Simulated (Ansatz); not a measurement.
Start from ZrC in the rock salt structure (space group Fm-3m, No. 225; a = 4.669 Å; relaxed with 0.1 eV smearing).

The values are results of PBEsol (Ansatz, a first-principles code, PAW, no spin-orbit coupling), not measurements.

Strains are applied to the cell and any free atomic positions relax.

One change was made to it. Results:

```csv
quantity,base,after
energy relative to the base (free energy F),0 meV/atom,+8.7 meV/atom
pressure,0.0 GPa,7.6 GPa
band gap,zero,zero
```

Which change produced these results?
A. isotropic strain −2.50 %
B. isotropic strain −1.00 %
C. isotropic strain +3.00 %

B, isotropic strain −1.00 %. For comparison, the energy relative to the base in the other runs: isotropic strain −2.50 % gives +57 meV/atom; isotropic strain +3.00 % gives +69 meV/atom.

Whether these cells are dynamically stable was not tested. The final runs are not spin-polarised.
